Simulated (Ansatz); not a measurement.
MgB2: response to strain

The reference is MgB$_{2}$ (space group P6/mmm, No. 191; a = 3.064 Å, c = 3.498 Å; relaxed with 0.1 eV smearing).

Strains are applied to the cell and any free atomic positions relax.

Level of theory: Ansatz (a program for electronic structure), PBEsol, PAW, cutoff 420 eV, no spin-orbit coupling.

Candidates:
(a) isotropic strain +2.50 %
(b) isotropic strain −2.50 %
(c) isotropic strain +0.50 %
(d) isotropic strain +1.50 %
(e) isotropic strain +3.00 %

Notes on the quantities. energy relative to the base: free energy F.

Order them by energy relative to the base, highest first.

(e) isotropic strain +3.00 % (+35 meV/atom), (b) isotropic strain −2.50 % (+28 meV/atom), (a) isotropic strain +2.50 % (+24 meV/atom), (d) isotropic strain +1.50 % (+9.0 meV/atom), (c) isotropic strain +0.50 % (+1.0 meV/atom)

Whether these cells are dynamically stable was not tested. The final runs are not spin-polarised.
